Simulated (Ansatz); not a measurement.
The parent structure is TiSi2 (space group Fddd, No. 70).

```
CELL_PARAMETERS angstrom
      0.00000     4.09011     4.24993
      2.38008     0.00000     4.24993
      2.38008     4.09011     0.00000
ATOMIC_POSITIONS crystal
  Si 0.66372 0.33628 0.66372
  Si 0.33628 0.66372 0.33628
  Si 0.58628 0.91372 0.58628
  Si 0.91372 0.58628 0.91372
  Ti 0.00000 0.00000 0.00000
  Ti 0.25000 0.25000 0.25000
```

Cartesian axes are those of the cell as printed.

Method: Ansatz (a program for electronic structure), PBEsol, PAW, cutoff 420 eV, no spin-orbit coupling.

For the base:

The pressure is 0.0 GPa.

Perturbation: strain tensor (xx, yy, zz, yz, xz, xy) = (+0.02, +1.02, +0.57, +0.17, +2.14, +1.25) %; the atoms relax in the strained cell.

Q: Estimate the effect on the pressure and energy relative to the base.

A: The pressure (mean of the normal stresses, compression positive) goes from zero to -2.1 GPa; the energy increases by 14 meV/atom.

Without a gap, meshes like the base's 13×13×13 leave anisotropic stresses uncertain by several tenths of a GPa, and small strain energies with them. Stability against distortions was not tested. The final runs are not spin-polarised.
